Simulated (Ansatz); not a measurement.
For HfSi (model structure, from the CsCl type, Pm-3m, No. 221), PBE-D3(BJ) (plane waves, PAW; Ansatz, an electronic-structure program) gives:

```
Property                        Value
---------------------  --------------
lattice parameter a           3.252 Å
enthalpy of formation  -0.321 eV/atom
```

**Question.** What does r²SCAN (plane waves, PAW; Ansatz) give for the same quantities?

**Answer.** 
- lattice constant a: 3.275 Å (rises by 0.7 %)
- formation enthalpy: -0.195 eV/atom (moves by +0.126 eV/atom)

Changes are worked out from the printed values.

Unless a cell is named, each level is at its own relaxed cell (PBE-D3(BJ) 17.19, r²SCAN 17.56 Å³/atom).

Levels without +SOC leave out spin–orbit coupling, which shifts energies and cells of such heavy elements.

Ansatz's density-functional and Hartree–Fock values are scalar-relativistic unless marked +SOC, with PAW data made under PBE.

A model structure was made by putting elements into a prototype or built by hand; it is no filed structure, need not be a known phase, and can be a saddle point held by its symmetry.
